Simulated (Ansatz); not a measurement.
Base system: MgB2 (space group P6/mmm, No. 191; a = 3.075 Å, c = 3.525 Å; relaxed with 0.1 eV smearing). Axes: x lies along a and z along c of the hexagonal cell.

Computed with PBE, PAW, 420 eV (Ansatz, a first-principles code; no SOC).

Base values:

| Quantity | Result |
|---|---|
| Volume per atom | 9.62 Å³ |

Perturbation: uniaxial stress, 3 GPa compression along z; all other stress components relax to zero.

**Question.** Estimate the effect on the energy relative to the base, mean lateral Poisson ratio, secant Young's modulus along z and volume per atom.

**Answer.** The energy goes up by 1.0 meV/atom; the mean lateral Poisson ratio comes out as 0.08; the secant Young's modulus along z comes out as 260 GPa; the volume per atom falls by 0.09 Å³, from 9.62 Å³ to 9.53 Å³.

Load acts through the strain it causes; cell and atoms are relaxed under it. Beyond what the load breaks, stability against distortions was not tested. The final runs are not spin-polarised.
